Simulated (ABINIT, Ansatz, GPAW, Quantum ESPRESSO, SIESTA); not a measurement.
# One structure in several programs: V3Pt (Pm-3m, 4 atoms in the cell)

Self-consistent single point, at a second geometry (lattice scaled by 0.98). First geometry:

```
V3Pt
1.0
    3.81067     0.00000     0.00000
    0.00000     3.81067     0.00000
    0.00000     0.00000     3.81067
V Pt
3 1
Cartesian
  1.90534   1.90534   0.00000
  0.00000   1.90534   1.90534
  1.90534   0.00000   1.90534
  0.00000   0.00000   0.00000
```
Moments meant for the start (each program seeds them in its own way; μB, in the order of the atoms V V V Pt): 2.0 2.0 2.0 0.0.

Shared settings, as Ansatz (a first-principles code) writes them: kpoints.mp_grid.grid = 7 7 7; scf.occupations.method = gaussian; scf.occupations.width = 0.01 Ry. Potentials and cutoffs stand in the table.

```csv
code,model,ΔF from the first geometry (meV/atom),pressure (GPa),cutoff
SIESTA,"GGA PBEsol, numerical atomic orbitals DZP, PseudoDojo PBEsol standard norm-conserving potentials (rewritten from UPF to PSML)",-8.1,6.31,grid 350 Ry
Ansatz,"PBEsol, PAW files made with PBE",11.5,9.84,default
ABINIT,"PBEsol, PAW (JTH v2.0 PBE PAW, files made for PBE)",17.0,11.12,816 eV
Quantum ESPRESSO,"PBEsol, SSSP 1.1.2 efficiency (PBE) pseudopotentials",11.4,9.91,50 Ry
GPAW,"PBEsol, GPAW PAW datasets PBEsol (made by gpaw-setup)",18.2,11.36,850 eV
```

On Ansatz's run: spin-orbit coupling is off. The starting moments vanished: the run ended non-magnetic, which need not be the lowest state. The program warned that a starting moment was not kept.

The spread over the programs that give each value: ΔF from the first geometry within 26.3 meV/atom; pressure within 5.05 GPa.

SIESTA uses small atom-centred bases, whose incompleteness enters pressures, forces and empty levels differently from a plane-wave cutoff. Ansatz's pressure is given at a fixed set of plane waves, as the other plane-wave codes print theirs; with its correction for the finite basis it is 9.99 GPa. In the pressure, SIESTA (by 4.20) lies more than 1 GPa from the median of the plane-wave programs.

The starting cell comes from a database of computed structures (which also holds hypothetical and non-ambient phases and stackings), without a prior relaxation at this level. Its lattice was rescaled by a random factor within 2.5 % of one. For this run, on top of that: lattice scaled by 0.98.

Left out of this page: Elk and FLEUR (not drawn, or without a comparable value).

Keys are those of Ansatz 0.2.
